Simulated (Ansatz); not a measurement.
# A computed series for AlAs: pressure series

Base system: AlAs in the zinc blende structure (space group F-43m, No. 216).

```
AlAs
1.0
    0.00000     2.86406     2.86406
    2.86406     0.00000     2.86406
    2.86406     2.86406     0.00000
As Al
1 1
Direct
  0.75000   0.75000   0.75000
  0.00000   0.00000   0.00000
```

Cell and atoms are relaxed at each pressure.

Computed with Ansatz (a program for electronic structure) PBE, without spin-orbit coupling, earlier PAW set.

```
variant           smallest direct gap  band gap  volume per atom
----------------  -------------------  --------  ---------------
base                          1.78 eV   1.50 eV         23.49 Å³
pressure −2 GPa                     –   1.53 eV         24.25 Å³
pressure −1 GPa               1.66 eV   1.53 eV         23.86 Å³
pressure 1.8 GPa              1.98 eV   1.46 eV         22.91 Å³
pressure 4.2 GPa              2.22 eV   1.41 eV         22.23 Å³
pressure 9 GPa                2.63 eV   1.32 eV         21.12 Å³
pressure 18 GPa               3.27 eV   1.16 eV         19.58 Å³
pressure 30 GPa               3.68 eV   0.97 eV         18.13 Å³
pressure 45 GPa               3.68 eV   0.77 eV         16.82 Å³
pressure 60 GPa               3.67 eV   0.60 eV         15.82 Å³
```

Load acts through the strain it causes; cell and atoms are relaxed under it. No phonon test of stability was made. Measured, AlAs leaves this structure (for the NiAs type) near 12 GPa (temperature not stated; as listed in Datta, Sujoy, Jana, Debnarayan, arXiv (2020)), on rising pressure, with hysteresis.
